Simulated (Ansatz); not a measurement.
## TiAs (space group P6_3/mmc, No. 194)

```xyz
8
Lattice="3.5988 0.0000 0.0000 -1.7994 3.1166 0.0000 0.0000 0.0000 11.9606" Properties=species:S:1:pos:R:3 pbc="T T T"
Ti     0.0000     2.0777     1.4006
Ti     1.7994     1.0389    10.5601
Ti     1.7994     1.0389     7.3809
Ti     0.0000     2.0777     4.5798
As     0.0000     0.0000     0.0000
As     0.0000     0.0000     5.9803
As     0.0000     2.0777     8.9705
As     1.7994     1.0389     2.9902
```

The values are results of PBEsol (Ansatz, an electronic-structure program), scalar-relativistic without spin-orbit coupling, not measurements. Settings: 15×15×4 k-points, 0.05 eV Fermi–Dirac smearing.

```yaml
volume_per_atom: 16.77 Å³
density: 6.08 g/cm³
band_gap: zero
total_energy: -3644.451 eV/atom (σ→0; compares only within this code and set-up)
```

No phonon test of stability was made. All final runs are without spin polarisation.
